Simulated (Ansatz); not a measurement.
# Several settings converged on a (100) slab of Ca3BiP (cut from a parent of space group no. 221; 10 atoms in the cell)

```
CELL_PARAMETERS angstrom
      5.40122     0.00000     0.00000
      0.00000     5.40122     0.00000
      0.00000     0.00000    22.10179
ATOMIC_POSITIONS crystal
  Ca 0.50000 0.50000 0.43890
  Ca 0.00000 0.50000 0.31672
  Ca 0.50000 0.00000 0.31672
  Bi 0.00000 0.00000 0.43890
  P  0.50000 0.50000 0.31672
  Ca 0.50000 0.50000 0.68328
  Ca 0.00000 0.50000 0.56110
  Ca 0.50000 0.00000 0.56110
  Bi 0.00000 0.00000 0.68328
  P  0.50000 0.50000 0.56110
```

Base method: PBEsol, default PAW files made with PBE (plane waves; Ansatz, a first-principles code).

Base settings: basis.ecutwfc = 30.9 Ry; kpoints.mp_grid.grid = 3 3 1; hamiltonian.xc = pbesol; hamiltonian.pseudopotentials = {kind: paw} (the program's default PAW files); scf.occupations.method = fermi_dirac; scf.occupations.width = 0.0073 Ry.

The count of work is k-points × plane waves × bands × iterations; it is no time. Core times come from one kind of shared machine, to one figure; runs under 30 s give none.

**The vacuum**

The mesh stays at the base's, so the ladder's end is converged at best in this setting alone.

Only quantities that move along the ladder and can be compared are tabulated.

| vacuum between outermost atoms (Å) | free energy less the last step's (meV/atom) | largest difference of a force vector from the last step's (eV/Å) | count of work / last |
|---|---|---|---|
| 3.0 | -202.28 | 0.913 | 0.21 |
| 4.0 | -93.09 | 0.600 | 0.23 |
| 5.0 | -33.00 | 0.301 | 0.28 |
| 6.0 | -10.59 | 0.126 | 0.34 |
| 7.0 | -4.05 | 0.055 | 0.40 |
| 8.0 | -2.33 | 0.032 | 0.42 |
| 10.0 | -1.31 | 0.017 | 0.48 |
| 12.0 | -0.87 | 0.012 | 0.53 |
| 14.0 | -0.61 | 0.009 | 0.58 |
| 17.0 | -0.38 | 0.006 | 0.66 |
| 20.0 | -0.24 | 0.004 | 0.74 |
| 25.0 | -0.09 | 0.001 | 0.87 |
| 30.0 | 0.00 | 0.000 | 1.0 |

Smallest vacuum between outermost atoms (Å) that holds the forces within 0.01 eV/Å of the last step, with all finer ones: 14.0; the step before is off by 0.012 eV/Å.

Smallest vacuum between outermost atoms (Å) that holds the free energy within 2 meV/atom of the last step, with all finer ones: 10.0; the step before is off by 2.3 meV/atom.

**The k-point mesh**

Only quantities that move along the ladder and can be compared are tabulated.

| kpoints.mp_grid.grid | free energy less the last step's (meV/atom) | largest difference of a force vector from the last step's (eV/Å) | count of work / last | core time / last (rough) |
|---|---|---|---|---|
| 1 1 1 | 988.22 | 1.042 | 0.039 | – |
| 2 2 1 | 76.29 | 0.189 | 0.098 | – |
| 3 3 1 | 9.25 | 0.092 | 0.098 | – |
| 4 4 1 | 2.08 | 0.045 | 0.20 | – |
| 5 5 1 | 0.60 | 0.019 | 0.20 | – |
| 6 6 1 | 0.18 | 0.009 | 0.36 | 1.0 |
| 7 7 1 | 0.05 | 0.005 | 0.36 | 0.6 |
| 9 9 1 | 0.00 | 0.002 | 0.54 | 0.7 |
| 10 10 1 | 0.00 | 0.001 | 0.75 | 1 |
| 12 12 1 | 0.00 | 0.000 | 1.0 | 1 |

Coarsest kpoints.mp_grid.grid that holds the free energy within 1 meV/atom of the last step, with all finer ones: 5 5 1, at 0.20 of the last step's count of work; the step before is off by 2.1 meV/atom.

Coarsest kpoints.mp_grid.grid that holds the forces within 0.01 eV/Å of the last step, with all finer ones: 6 6 1, at 0.36 of the last step's count of work; the step before is off by 0.019 eV/Å.

On the base run: the starting cell comes from a database of computed structures (which also holds hypothetical and non-ambient phases and stackings), without a prior relaxation at this level. The slab is cut from that crystal, and its faces are unrelaxed. Its lattice was rescaled by up to half a per cent. Spin polarisation is off, though cut faces can carry moments. The two faces of this cut differ, and no dipole correction was used.

Keys are those of Ansatz 0.2.
